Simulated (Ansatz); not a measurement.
We consider rock-salt LaTe, described by PBEsol in Ansatz (PAW).

Run with plane-wave cutoff 500 eV, 10×10×10 k mesh, Fermi–Dirac smearing 0.05 eV, scalar-relativistic PAW data made under PBE.

Computed at the level's own relaxed cell.

Problem. Predict the volume per atom and equilibrium lattice constant a.

Solution. 
volume per atom: 32.64 Å³/atom
equilibrium lattice constant a: 6.391 Å

The run finds no gap.

Spin–orbit coupling is not included.

Computed values are for the static lattice.

Cost on a shared machine: roughly 30 core-seconds.

Ansatz is a program for electronic structure.
